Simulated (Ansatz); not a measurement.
GaN: response to strain

Take GaN in the wurtzite structure (space group P6_3mc, No. 186; a = 3.218 Å, c = 5.243 Å) as the base.

Strains are applied to the cell and any free atomic positions relax.

Method: Kohn–Sham DFT with the PBE functional, run in Ansatz (a first-principles code) with PAW and 420 eV plane waves, no SOC.

Notes on the quantities. energy relative to the base: free energy F; pressure: mean of the normal stresses, compression positive.

| change | energy relative to the base | electron mass | band gap | volume per atom | pressure |
|---|---|---|---|---|---|
| base | 0 meV/atom | 0.14 mₑ along c, 0.16 mₑ across (at Γ) | 1.71 eV | 11.76 Å³ | 0.00 GPa |
| isotropic strain +0.60 % | +2.0 meV/atom | 0.14 mₑ along c, 0.15 mₑ across (at Γ) | 1.59 eV | 11.97 Å³ | -2.97 GPa |
| isotropic strain +1.20 % | +7.9 meV/atom | 0.13 mₑ along c, 0.14 mₑ across (at Γ) | 1.47 eV | 12.19 Å³ | -5.69 GPa |
| isotropic strain +1.80 % | +17 meV/atom | 0.12 mₑ along c, 0.13 mₑ across (at Γ) | 1.36 eV | 12.40 Å³ | -8.18 GPa |
| isotropic strain +2.40 % | +30 meV/atom | 0.11 mₑ along c, 0.12 mₑ across (at Γ) | 1.24 eV | 12.63 Å³ | -10.45 GPa |
| isotropic strain +3.00 % | +46 meV/atom | 0.10 mₑ along c, 0.11 mₑ across (at Γ) | 1.13 eV | 12.85 Å³ | -12.52 GPa |

Masses are band curvatures over ±0.01 Å⁻¹ around the edge. Gaps are read on the SCF mesh and a high-symmetry path. No phonon test of stability was made.
